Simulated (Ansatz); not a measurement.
Pressure series in SnO2

Consider SnO$_{2}$ in the rutile structure (space group P4_2/mnm, No. 136).

```
SnO2
1.0
    4.75995     0.00000     0.00000
    0.00000     4.75995     0.00000
    0.00000     0.00000     3.20077
Sn O
2 4
Cartesian
  0.00000   0.00000   0.00000
  2.37997   2.37997   1.60038
  1.45612   1.45612   0.00000
  3.83609   0.92386   1.60038
  0.92386   3.83609   1.60038
  3.30383   3.30383   0.00000
```

Cell and atoms are relaxed at each pressure.

All numbers come from plane-wave PAW DFT at the r2SCAN level (Ansatz, a quantum-chemistry and plane-wave program, 500 eV), without spin-orbit coupling.

Before the change:

Band gap: 1.77 eV

### Question
The aim is a band gap between 3.94 eV and 4.39 eV. Which of these changes reaches it?
A) pressure 30 GPa
B) pressure 60 GPa
C) pressure 4.2 GPa
D) pressure 18 GPa
E) pressure 45 GPa

### Answer
B, pressure 60 GPa. It gives 4.14 eV; pressure 18 GPa gives 2.63 eV; pressure 45 GPa gives 3.66 eV; pressure 30 GPa gives 3.12 eV; pressure 4.2 GPa gives 1.99 eV. Changes not listed may reach it too

Load acts through the strain it causes; cell and atoms are relaxed under it. Stability against distortions was not tested. Competing high-pressure phases were not computed.
